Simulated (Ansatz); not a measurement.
SiC under load (space group F-43m), r2SCAN with spin-orbit coupling, rigid bands in Ansatz (a quantum-chemistry and plane-wave program). Condition of this run: hydrostatic pressure of -15 GPa (compression positive) (the target of the relaxation). Band gap 1.76 eV, N_c = 1.46e19 cm⁻³ and N_v = 1.15e20 cm⁻³ at 300 K, conductivity masses of 0.304 mₑ (electrons) and 0.666 mₑ (holes). Take k_BT = 0.02585 eV.

Task: A film of it is 3 nm thick. Estimate the confinement energies in an infinite well.

Result: ħ²π²/(2m t²) = 0.376 eV·nm²/(m/mₑ × t²) gives 137 meV for electrons and 62.7 meV for holes, so the gap would widen to about 1.96 eV. Finite barriers and nonparabolic bands lower this, and with several valleys or bands the heaviest mass along the normal sets the lowest level, not this average.

Task: What thermal injection velocity √(2k_BT/πm) limits a ballistic channel?

Result: 9.76e6 cm/s for electrons and 6.59e6 cm/s for holes, a ratio of √(m_h/m_e) = 1.48, for dilute carriers.

Task: Find the intrinsic carrier density and the intrinsic Fermi level.

Result: n_i = √(N_c N_v) exp(−E_g/2k_BT) = 4.10e19 × exp(−34.04) = 6.7e4 cm⁻³. The level lies (k_BT/2) ln(N_v/N_c) = 27 meV from mid-gap (positive towards the conduction band). Each 0.1 eV added to the gap lowers n_i by a factor of 6.9.

Rigid bands with the computed gap; masses take one relaxation time for all states. Geometry: cell and atoms relaxed with PBEsol.
